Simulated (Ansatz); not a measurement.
Take TiAl$_{2}$O$_{5}$ (space group Cmcm, No. 63; a = 3.604 Å, b = 9.360 Å, c = 9.642 Å; a cell from a computed database, its experimental status unchecked) as the base. Axes: x, y, z lie along a, b, c of the conventional cell.

Calculations: DFT with PBEsol, PAW potentials and a 420 eV plane-wave cutoff in Ansatz (a first-principles code), no SOC.

Perturbation: uniaxial strain ε_xx = −1.56 %, all other strain components held at zero; the atoms relax in the strained cell.

Predict the stress tensor and what it implies for the stiffness.

Stress of the strained cell less that of the base (GPa, compression positive):
```
   5.85    0.00    0.00
   0.00    2.31    0.00
   0.00    0.00    2.55
```

Then −Δσ_ii/ε with ε = -0.0156 gives secant stiffness values (nonlinear terms included at this strain): C11 ≈ 375 GPa, C12 ≈ 148 GPa and C13 ≈ 163 GPa.

No phonon test of stability was made. The final runs are not spin-polarised.
